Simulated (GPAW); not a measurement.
GPAW run on NaLi3 (P1, 8 atoms in the cell): self-consistent single point.

Method: PBEsol, GPAW PAW datasets PBEsol (made by gpaw-setup) (plane waves; GPAW).

The change in words: lattice scaled by 0.98. Reference geometry:
```
NaLi3
1.0
    6.54517     0.00000     0.00000
   -3.27258     5.66828     0.00000
    0.00000     0.00000     5.39397
Na Li
2 6
Direct
  0.33578   0.67595   0.74245
  0.67704   0.33411   0.24923
  0.15619   0.32301   0.24437
  0.84529   0.67975   0.76106
  0.83550   0.15537   0.74806
  0.15720   0.83767   0.24925
  0.68211   0.84029   0.24554
  0.31090   0.15386   0.76003
```

Reference input (self-consistent single point, DFT PBEsol, plane waves, GPAW PAW datasets PBEsol (made by gpaw-setup)): mode = pw; ecut = 850 eV; xc = PBEsol; kpts = 4 4 5; mesh shift (steps) = 0 0 0; occupations.name = fermi-dirac; occupations.width = 0.1 eV; nbands = -14; convergence.density = 1e-05 e/electron; convergence.energy = 1e-05 eV/electron; symmetry.symmorphic = false; symmetry.tolerance = 0.0005. This run's input differs from it in these lines:

```diff
@@ -5,5 +5,5 @@
 atoms = Atoms(['Na', 'Na', 'Li', 'Li', 'Li', 'Li', 'Li', 'Li'],
-              cell=[[6.545170, 0.000000, 0.000000],
-                    [-3.272585, 5.668283, 0.000000],
-                    [0.000000, 0.000000, 5.393970]],
+              cell=[[6.414267, 0.000000, 0.000000],
+                    [-3.207133, 5.554917, 0.000000],
+                    [0.000000, 0.000000, 5.286091]],
               scaled_positions=[[0.335780, 0.675954, 0.742452],
```

Output, abridged:

```
     iter     time        total  log10-change:
                         energy   eigst   dens
iter:   1 --:--:--   -14.481278
iter:   2 --:--:--   -14.445760   -1.36  -1.29
iter:   3 --:--:--   -14.254731   -2.15  -1.33
iter:   4 --:--:--   -14.246236   -3.17  -1.63
iter:   5 --:--:--   -14.240939   -2.89  -1.70
iter:   6 --:--:--   -14.240079   -3.98  -2.35
iter:   7 --:--:--   -14.239033   -4.35  -2.45
iter:   8 --:--:--   -14.239024   -5.36  -3.00
iter:   9 --:--:--   -14.239035c  -5.92  -3.19
iter:  10 --:--:--   -14.239035c  -7.06  -3.65
iter:  11 --:--:--   -14.239028c  -6.96  -3.69
iter:  12 --:--:--   -14.239029c  -7.76c -4.01
iter:  13 --:--:--   -14.239029c  -9.06c -4.06
iter:  14 --:--:--   -14.239032c  -8.02c -4.11
iter:  15 --:--:--   -14.239032c  -9.14c -4.76
iter:  16 --:--:--   -14.239032c  -9.05c -4.91
iter:  17 --:--:--   -14.239032c  -9.88c -5.26c
Converged after 17 iterations.

Dipole moment: (0.009785, -0.088572, -0.000015) |e|*Ang

Energy contributions relative to reference atoms: (reference = -10022.180280)

Kinetic:        +16.720962
Potential:      -13.902860
External:        +0.000000
XC:             -16.920915
Entropy (-ST):   -0.142635
Local:           -0.064901
SIC:             +0.000000
--------------------------
Free energy:    -14.310349
Extrapolated:   -14.239032

Showing only first 2 kpts
 Kpt  Band  Eigenvalues  Occupancy
  0     8      0.50371    0.54329
  0     9      0.59240    0.26635
  0    10      0.63936    0.17528
  0    11      1.23439    0.00050

  1     8      0.36541    1.19577
  1     9      0.73501    0.07119
  1    10      0.77649    0.04759
  1    11      1.29969    0.00026

Fermi level: 0.40508

No gap
   [... lines left out ...]
  2 Li    0.08908   -0.02231    0.02135
  3 Li   -0.06438   -0.02089   -0.07499
  4 Li    0.04339    0.03386   -0.00269
  5 Li    0.00741    0.07261    0.02912
  6 Li    0.01734   -0.01613    0.01617
  7 Li   -0.00002    0.08096   -0.06560

Stress tensor:
    -0.003856    -0.000000    -0.000089
    -0.000000    -0.003770     0.000074
    -0.000089     0.000074    -0.000479
Stress (GPa, Voigt): [-0.6177 -0.604  -0.0768  0.0118 -0.0142 -0.    ]
```

The run converged in 17 iterations. GPAW prints stress with tension positive. Against the reference run the free energy stays essentially unchanged (within 1 meV/atom), the pressure goes from -0.27 to 0.43 GPa and the largest force goes from 0.134 to 0.150 eV/Å.

The starting cell comes from a database of computed structures (which also holds hypothetical and non-ambient phases and stackings), without a prior relaxation at this level. Its atoms were displaced at random from the sites of space group no. 194. For this run, on top of that: lattice scaled by 0.98.

Cost on one core of a shared machine: roughly 2 min.
